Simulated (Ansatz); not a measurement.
## MoS2: tensor shear ε_yz = +1.56 %

Base system: MoS₂ in the 2H-MoS2 type structure (space group P6_3/mmc, No. 194; a = 3.1730 Å, c = 12.4366 Å; layered, stacked along the Cartesian z axis). Axes: x lies along a and z along c of the hexagonal cell.

The change: tensor shear ε_yz = +1.56 % (engineering shear γ = 0.0312); the atoms relax in the strained cell.

All numbers come from Ansatz (a quantum-chemistry and plane-wave program) r2SCAN+rVV10, no SOC. Settings: 12×12×3 k-points, 0.05 eV Fermi–Dirac smearing.

* **Volume per atom**: 18.07 Å³ (base 18.07 Å³)
* **Space group**: C2/m (No. 12) (base P6_3/mmc (No. 194))
* **Shortest interatomic distance**: 2.402 Å (base 2.403 Å)
* **Energy relative to the base (free energy F)**: +0.8 meV/atom
* **Pressure (mean of the normal stresses, compression positive)**: 0.06 GPa (base 0.00 GPa)
* **Band gap**: 1.02 eV (base 1.01 eV)
* **Gap character**: indirect, Γ → k = (1/3, -0.167, 0) in the run's primitive reciprocal basis
* **Smallest direct gap**: 1.74 eV (base 1.74 eV)
* **Electron mass**: 0.82 mₑ along y, 0.58 mₑ across (off the special points)
* **Hole mass**: 0.87 mₑ along z, 0.69 mₑ across (at Γ) (base 0.87 mₑ along c, 0.69 mₑ across (at Γ))
* **Valence-band top at Γ (three highest levels, from the VBM)**: 0.00, -1.14, -1.36 eV (base 0.00, -1.13, -1.36 eV)
* **Largest internal atomic displacement**: 0.064 Å
* **Stress (xx, yy, zz, yz, xz, xy; compression positive)**: (0.05, 0.00, 0.12, -0.45, 0.00, 0.00) GPa

Effective masses come from finite differences of ±0.01 Å⁻¹. Stability against distortions was not tested. Labels are those of the standard path for the cell's own space group.
